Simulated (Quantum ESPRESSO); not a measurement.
**Energy against c/a at fixed volume: hcp Ru (space group 194) (Quantum ESPRESSO, PBE)**

```xyz
2
Lattice="2.7583 0.0000 0.0000 -1.3791 2.3887 0.0000 0.0000 0.0000 4.1820" Properties=species:S:1:pos:R:3 pbc="T T T"
Ru     1.3791     0.7962     3.1365
Ru     0.0000     1.5925     1.0455
```

Method: PBE, PSlibrary PAW (PBE) pseudopotentials (plane waves; Quantum ESPRESSO). Settings: ecutwfc = 78 Ry; ecutrho = 546 Ry; occupations = smearing; smearing = fermi-dirac; degauss = 0.0036749 Ry; potentials = {Ru: Ru.pbe-spn-kjpaw_psl.1.0.0.UPF}; K_POINTS = automatic 28 28 16 0 0 0; conv_thr = 1e-10 Ry; mixing_beta = 0.7. The cell above is the first row's. The rows change c/a at fixed volume. In all rows fractional positions and the k mesh are held. E is the free energy at the stated smearing, counted from the lowest row.

```
c/a     E (meV/atom)
------  ------------
1.5162             ?
1.5320         11.04
1.5477          4.71
1.5635          1.04
1.5793          0.00
1.5951          1.57
1.6109          5.68
1.6267         12.26
1.6425         21.24
```

Fit E of the 8 rows that show it with a cubic. With u = c/a - 1.59, the rows have u = -0.05800, -0.04230, -0.02650, -0.01070, 0.00510, 0.02090, 0.03670, 0.05250. Least squares gives E = 0.790 + 128.08·u + 5111.8·u² - 2486·u³. Residuals (row less fit): -0.003, 0.003, 0.008, -0.008, -0.006, 0.003, 0.007, -0.004; standard error 0.008 (degrees of freedom: 4). The fitted curve has its minimum at c/a = 1.58, where E = -0.01. To one more digit the minimum is at c/a = 1.578; the ideal close-packed ratio is 1.633.

Predict the withheld E at c/a = 1.5162 from the fit, and compare with the calculation.

u = -0.07380, so E = 0.790 + 128.08 × (-0.07380) + 5111.8 × (-0.07380)² - 2486 × (-0.07380)³ = 20.178 meV/atom. The calculation gives 20.09 meV/atom, 0.088 meV/atom below the prediction (0.4 % of the range of E in the table). The row lies outside the fitted rows, so this is an extrapolation. From the scatter of the fitted rows alone, a prediction at this place has a standard error of 0.021 meV/atom, so the miss is 4.1 times that.

Carrying the step between the two nearest rows on in a straight line would have given 17.41, off by 2.68; series whose last step already gives the withheld value aren't shown. The reference cell has the volume at which an earlier scan in this program and functional put its minimum by a fit; axis ratios and inner coordinates come from a measured-size cell. The runs keep the symmetry of the cell, so they don't test it for distortions. The best c/a moves a little with volume. Spin polarisation is off. In metals such curves are sensitive to mesh and smearing. Cutoffs and mesh are single choices, not tested for convergence of this quantity. Series with a scatter that would blur these digits, or in which a gap closes, are not shown. Strain series were run only where this level's volume lies within 10 % of a first guess from the measured size.

Terms beyond the fitted order, or numerical noise in single rows, can give a miss of this size; the table doesn't tell which.
